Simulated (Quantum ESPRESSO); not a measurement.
A self-consistent single point of ScAl₃ (Pm-3m, 4 atoms in the cell) with Quantum ESPRESSO.

Method: rVV10, PseudoDojo standard norm-conserving (PBE) pseudopotentials (plane waves; Quantum ESPRESSO 7.5).

```
ScAl3
1.0
    4.12583     0.00000     0.00000
    0.00000     4.12583     0.00000
    0.00000     0.00000     4.12583
Sc Al
1 3
Direct
  0.00000   0.00000   0.00000
  0.50000   0.00000   0.50000
  0.00000   0.50000   0.50000
  0.50000   0.50000   0.00000
```

Reference input (self-consistent single point, DFT, LDA (PW92), plane waves, PseudoDojo standard norm-conserving (LDA) pseudopotentials): ecutwfc = 80 Ry; occupations = smearing; smearing = marzari-vanderbilt; degauss = 0.019992 Ry; potentials = {Sc: Sc.upf, Al: Al.upf}; K_POINTS = automatic 7 7 7 1 1 1; conv_thr = 1e-10 Ry; mixing_beta = 0.4. This run's input differs from it in these lines:

```diff
@@ -16,2 +16,3 @@
   degauss = 0.019992
+  input_dft = 'rvv10'
 /
```

Its files differ too (potentials: PseudoDojo standard norm-conserving (PBE)).

Log, with long lists cut:

```
     Self-consistent Calculation

     iteration #  1     ecut=    80.00 Ry     beta= 0.40

---- Real-time Memory Report at c_bands before calling an iterative solver
           121 MiB given to the printing process from OS
            58 MiB allocation reported by mallinfo(arena+hblkhd)
------------------

     Threshold (ethr) on eigenvalues was too large:
     Diagonalizing with lowered threshold

---- Real-time Memory Report at c_bands before calling an iterative solver
           121 MiB given to the printing process from OS
            62 MiB allocation reported by mallinfo(arena+hblkhd)
------------------

   [... lines left out ...]

     total energy              =    -110.91542788 Ry
     estimated scf accuracy    <          3.4E-10 Ry

     iteration # 19     ecut=    80.00 Ry     beta= 0.40

---- Real-time Memory Report at c_bands before calling an iterative solver
           176 MiB given to the printing process from OS
            81 MiB allocation reported by mallinfo(arena+hblkhd)
------------------

     ----------------------------------------------------------------

     Non-local correlation energy =              0.063784790720481

     ----------------------------------------------------------------
     End of self-consistent calculation

     the Fermi energy is     8.9100 ev

!    total energy              =    -110.91542788 Ry
     estimated scf accuracy    <          7.8E-11 Ry
     smearing contrib. (-TS)   =      -0.00001546 Ry
     internal energy E=F+TS    =    -110.91541242 Ry

     convergence has been achieved in  19 iterations

     ----------------------------------------------------------------

     Non-local correlation energy =              0.063784790720481

     ----------------------------------------------------------------

     Forces acting on atoms (cartesian axes, Ry/au):

     atom    1 type  1   force =     0.00000000    0.00000000    0.00000000
   [... zero for the other atoms too ...]

     Total force =     0.000000     Total SCF correction =     0.000000

   [... lines left out ...]

     ----------------------------------------------------------------

          total   stress  (Ry/bohr**3)                   (kbar)     P=      -11.93
  -0.00008111   0.00000000   0.00000000          -11.93        0.00        0.00
   0.00000000  -0.00008111   0.00000000            0.00      -11.93        0.00
   0.00000000   0.00000000  -0.00008111            0.00        0.00      -11.93

   JOB DONE.
```

The run converged in 19 iterations. Against the reference run the pressure goes from -5.94 to -1.19 GPa.

The starting cell comes from a database of computed structures (which also holds hypothetical and non-ambient phases and stackings), without a prior relaxation at this level. Its lattice was rescaled by a random factor within 2.5 % of one.

Cost on one core of a shared machine: roughly 80 s.
